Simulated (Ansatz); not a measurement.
Start from TiAl (space group P4/mmm, No. 123; a = 2.766 Å, c = 4.002 Å; relaxed with 0.1 eV smearing). Axes: x, y, z lie along a, b, c of the conventional cell.

Level of theory: DFT with LDA, PAW potentials and a 420 eV plane-wave cutoff in Ansatz (a program for electronic structure), no SOC.

Before the change:

```
Item        Value
--------  -------
Pressure  0.0 GPa
```

The change: tensor shear ε_xz = +1.43 % (engineering shear γ = 0.0286), atoms relaxed at fixed cell.

How does this affect the energy relative to the base and pressure?

The energy increases by 4.9 meV/atom; the pressure (mean of the normal stresses, compression positive) is nearly the same (0.0 GPa against 0.1 GPa).

The cells carry an imposed strain or load. Stability against distortions was not tested. The final runs are not spin-polarised.
